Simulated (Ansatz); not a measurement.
**Habitual settings against a tight run: Tl2CrF6 (Fm-3m, 9 atoms in the cell)**

Self-consistent single point.

```xyz
9
Lattice="0.0000 4.2830 4.2830 4.2830 0.0000 4.2830 4.2830 4.2830 0.0000" Properties=species:S:1:pos:R:3 pbc="T T T"
Cr     0.0000     0.0000     0.0000
Tl     2.1415     2.1415     2.1415
Tl     6.4245     6.4245     6.4245
F      1.9261     4.2830     4.2830
F      6.6399     4.2830     4.2830
F      4.2830     1.9261     4.2830
F      4.2830     6.6399     4.2830
F      4.2830     4.2830     1.9261
F      4.2830     4.2830     6.6399
```
Moments meant for the start (each program seeds them in its own way; μB, in the order of the atoms Cr Tl Tl F F F F F F): 3.0 0.0 0.0 0.0 0.0 0.0 0.0 0.0 0.0.

Method of the run: LDA (PW92), default PAW files made with PBE (plane waves; Ansatz, a quantum-chemistry and plane-wave program).

Base settings: basis.ecutwfc = 30.9 Ry; kpoints.mp_grid.grid = 7 7 7; hamiltonian.xc = lda; hamiltonian.pseudopotentials = {kind: paw} (the program's default PAW files); magnetization.spin_polarized = true; scf.occupations.method = fermi_dirac; scf.occupations.width = 0.01 Ry.

Tight run (finer mesh or higher cutoff; not a proven limit): basis.ecutwfc: 30.9 Ry → 43.4 Ry; kpoints.mp_grid.grid: 7 7 7 → 10 10 10; scf.convergence.dr2_threshold: default (1e-07 eV) → 1e-09 eV. It gave Fermi level (on the code's own zero) 3.29 eV; pressure -10.64 GPa; largest force (vector length) 1.994 eV/Å; size of the cell's spin moment 2.00 μB.

Quick runs, as changes from the base:
- A: the base itself
- B: basis.ecutwfc: 30.9 Ry → 15.4 Ry; kpoints.mp_grid.grid: 7 7 7 → 4 4 4; scf.occupations.method: fermi_dirac → methfessel_paxton; scf.occupations.width: 0.01 Ry → 0.0367 Ry
- C: basis.ecutwfc: 30.9 Ry → 24.6 Ry; kpoints.mp_grid.grid: 7 7 7 → 2 2 2; scf.occupations.width: 0.01 Ry → 0.02 Ry

Energies are extrapolated to zero smearing width, which holds to low order in the width alone.

The count of work is k-points × plane waves × bands × iterations; it is no time. 

Pressures in the table are Ansatz's without its Pulay estimate, at a fixed set of plane waves; the tight run's value above holds the estimate.

The starting cell comes from a database of computed structures (which also holds hypothetical and non-ambient phases and stackings), without a prior relaxation at this level. Its lattice was rescaled by a random factor within 2.5 % of one. With one magnetic atom in the cell only a parallel order is possible. In the base run, with a pressure of about -11 GPa the cell is away from its equilibrium volume at this level. In the base run, forces exceed 1 eV/Å.

```
run  energy less tight (meV/atom)  pressure less tight (GPa)  largest miss in a force vector (eV/Å)  count of work / tight
---  ----------------------------  -------------------------  -------------------------------------  ---------------------
A                             5.7                      -0.67                                  0.001                   0.23
B                          7149.2                    -245.29                                  0.840                  0.031
C                           169.7                     -12.28                                  0.028                  0.021
```

Among the runs at the tight run's level, the energy misses run from 5.7 to 7149.2 meV/atom.

Left out of this page: 3 runs of the series outside the window shown, repeating another row's setting, or not comparable.

Keys are those of Ansatz 0.2.
